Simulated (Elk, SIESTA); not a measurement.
A SIESTA input for a self-consistent single point of Nb₃Sn (Pm-3n, 8 atoms in the cell) (DFT, GGA PBE, numerical atomic orbitals DZP, PseudoDojo PBE standard norm-conserving potentials (rewritten from UPF to PSML)):

```
# files in the folder: Nb.psml Sn.psml (PseudoDojo PBE standard)
SystemName  Nb3Sn
SystemLabel Nb3Sn

NumberOfAtoms                8
NumberOfSpecies              2
%block ChemicalSpeciesLabel
  1 41 Nb
  2 50 Sn
%endblock ChemicalSpeciesLabel
LatticeConstant              5.292166 Ang
%block LatticeVectors
     1.000000000    0.000000000    0.000000000
     0.000000000    1.000000000    0.000000000
     0.000000000    0.000000000    1.000000000
%endblock LatticeVectors
AtomicCoordinatesFormat      Ang
%block AtomicCoordinatesAndAtomicSpecies
     1.323041500    0.000000000    2.646083000  1
     3.969124500    0.000000000    2.646083000  1
     2.646083000    3.969124500    0.000000000  1
     2.646083000    1.323041500    0.000000000  1
     0.000000000    2.646083000    3.969124500  1
     0.000000000    2.646083000    1.323041500  1
     0.000000000    0.000000000    0.000000000  2
     2.646083000    2.646083000    2.646083000  2
%endblock AtomicCoordinatesAndAtomicSpecies

XC.functional                GGA
XC.authors                   PBE
PAO.BasisSize                DZP
PAO.EnergyShift              0.01 Ry
MeshCutoff                   350 Ry
%block kgrid.MonkhorstPack
    5   0   0  0.0
    0   5   0  0.0
    0   0   5  0.0
%endblock kgrid.MonkhorstPack
OccupationFunction           MP
OccupationMPOrder            0
ElectronicTemperature        1160.45 K

MaxSCFIterations             150
SCF.Mixer.Method             Pulay
SCF.Mixer.Weight             0.1
SCF.Mixer.History            8
SCF.DM.Tolerance             1.0E-04
Diag.ParallelOverK           true
WriteForces                  true
Charge.Mulliken              end
```

Problem. Give the Elk input for the same structure, mesh, smearing and functional.

Solution. One input that does it (others would too):

```
tasks
  0

xctype
  20

rgkmax
  7.5

gmaxvr
  16.0

nxlo
  2

lorbcnd
  .true.

rmtscf
  0.92

lmaxi
  2

stype
  0

swidth
  0.00367493

maxscl
  100

avec
   10.0007443461    0.0000000000    0.0000000000
    0.0000000000   10.0007443461    0.0000000000
    0.0000000000    0.0000000000   10.0007443461

atoms
  2
  'Nb.in'
  6
  0.2500000000  0.0000000000  0.5000000000    0.0 0.0 0.0
  0.7500000000  0.0000000000  0.5000000000    0.0 0.0 0.0
  0.5000000000  0.7500000000  0.0000000000    0.0 0.0 0.0
  0.5000000000  0.2500000000  0.0000000000    0.0 0.0 0.0
  0.0000000000  0.5000000000  0.7500000000    0.0 0.0 0.0
  0.0000000000  0.5000000000  0.2500000000    0.0 0.0 0.0
  'Sn.in'
  2
  0.0000000000  0.0000000000  0.0000000000    0.0 0.0 0.0
  0.5000000000  0.5000000000  0.5000000000    0.0 0.0 0.0

ngridk
  5 5 5
```

Basis settings and potentials, where a program has them, do not carry over. This input uses DFT, PBE, all-electron FP-LAPW, Elk's shipped species files, APW+lo basis with extra local orbitals.

The starting cell comes from a database of computed structures (which also holds hypothetical and non-ambient phases and stackings), without a prior relaxation at this level. Its lattice was rescaled by a random factor within 2.5 % of one. For this run, on top of that: lattice scaled by 0.98.
